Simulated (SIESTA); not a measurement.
Checking a run of SIESTA on a (001) slab of Mg(TiS3)2 (cut from a parent of space group no. 6; 9 atoms in the cell). The aim is a self-consistent single point with DFT, GGA PBE, numerical atomic orbitals TZP, PseudoDojo PBE standard norm-conserving potentials (rewritten from UPF to PSML).

Cell that was meant: a = 3.4423 Å, b = 5.0353 Å, c = 17.6990 Å, α = 90.00°, β = 90.00°, γ = 90.00°.

Part of the input:

```
PAO.EnergyShift              0.01 Ry
MeshCutoff                   300 Ry
%block kgrid.MonkhorstPack
    1   0   0  0.0
    0   1   0  0.0
    0   0   1  0.0
%endblock kgrid.MonkhorstPack
OccupationFunction           FD
```

Log, with long lists cut:

```
reinit: Reading from file input.fdf

reinit: System Name: MgTi2S6
reinit: System Label: MgTi2S6

   [... lines left out ...]
Gamma-point calculation with interaction between periodic images
Gamma-point calculation with interaction between periodic images
Some features might not work optimally:
Some features might not work optimally:
e.g. DM initialization from atomic data
e.g. DM initialization from atomic data
new_DM -- step:     1
Initializing Density Matrix...

Attempting to read DM from file... Failed...
DM filled with atomic data:

InitMesh: MESH = 36 x 54 x 192 = 373248
InitMesh: Mesh cutoff (required, used) =   300.000   302.280 Ry

stepf: Fermi-Dirac step function
        iscf     Eharris(eV)        E_KS(eV)     FreeEng(eV)     dDmax    Ef(eV) dHmax(eV)
   scf:    1    -6571.852575    -6617.295633    -6617.459963  1.177073 -3.179671 24.766828
   scf:    2    -3427.025380    -5634.214907    -5634.493865  1.685277 -4.504748194.632241
   scf:    3    -6895.846050    -6594.576046    -6594.968624  1.234996 -3.310237 34.194286
   scf:    4    -6645.336835    -6627.942461    -6628.360799  0.369949 -3.312719 14.114395
   scf:    5    -6622.202997    -6631.971855    -6632.317730  0.517474 -3.368125  7.944288
   [... 11 lines left out ...]
   scf:   17    -6633.920822    -6633.920770    -6634.381638  0.000111 -3.491298  0.002542
   scf:   18    -6633.920816    -6633.920793    -6634.381639  0.000071 -3.491283  0.002001
   scf:   19    -6633.920832    -6633.920812    -6634.381639  0.000050 -3.491275  0.001208
   scf:   20    -6633.920837    -6633.920824    -6634.381639  0.000035 -3.491279  0.000814
SCF Convergence by DM+H criterion
max |DM_out - DM_in|         :     0.0000345890
max |H_out - H_in|      (eV) :     0.0008140443
SCF cycle converged after 20 iterations

Using DM_out to compute the final energy and forces

siesta: E_KS(eV) =            -6633.9208

siesta: E_KS - E_eggbox =     -6633.9208

siesta: Atomic forces (eV/Ang):
     1   -0.000000   -0.004861    0.672503
     2   -0.000000   -0.288157    1.697219
     3   -0.000000    0.300121    0.402898
     4    0.000000    0.762199   -0.861870
     5   -0.000000    0.477266    0.399197
     6    0.000000   -0.183537   -1.230344
     7    0.000000    0.213790   -0.761325
     8    0.000000   -0.464141    0.440417
     9   -0.000000   -0.796105   -0.701076
   Tot   -0.000000    0.016576    0.057618
   [... lines left out ...]
siesta: FreeEng =     -6634.381639
siesta: Cell volume =        306.775173 Ang**3
siesta:          35.15624674         28.00079434  kBar
   [... lines left out ...]
     3    -0.091087   12.091087  Ti
     4    -0.007212    6.007212  S
     5    -0.074857    6.074857  S
     6    -0.084884    6.084884  S
     7    -0.151567    6.151567  S
     8    -0.091973    6.091973  S
     9    -0.001607    6.001607  S
 Total    -0.000000

siesta: Electric dipole (a.u.)  =   -0.000000    0.000000   -0.725190
siesta: Electric dipole (Debye) =   -0.000000    0.000000   -1.843250
```

Can these results be used? Check the input.

The run is not sound. The fault is a single k-point for a small metallic cell. One k-point cannot sample the Fermi surface of a small cell. To fix it, use a converged k-point mesh. The run converged in 20 iterations without an error; against the sound input the free energy rises by 1.02 eV/atom and the largest force goes from 2.685 to 1.722 eV/Å.

An input that runs soundly differs in these lines (not the only fix; some lines may just follow from the change or write a value another way):
```diff
-    1   0   0  0.0
-    0   1   0  0.0
+    7   0   0  0.0
+    0   5   0  0.0
```

With that input, the run converged in 17 iterations: free energy E − TS -6643.5603 eV; Fermi level (on the code's own zero) -4.02 eV; pressure averaged over the cell with its vacuum -2.47 GPa; largest force (vector length) 2.685 eV/Å (DFT, GGA PBE, numerical atomic orbitals TZP, PseudoDojo PBE standard norm-conserving potentials (rewritten from UPF to PSML)).

On the sound input: the starting cell comes from a database of computed structures (which also holds hypothetical and non-ambient phases and stackings), without a prior relaxation at this level. The slab is cut from that crystal, and its faces are unrelaxed. Spin polarisation is off, so a magnetic state, if there is one, cannot be reached. Values carry the incompleteness of an atom-centred basis. Forces in this geometry exceed 1 eV/Å.
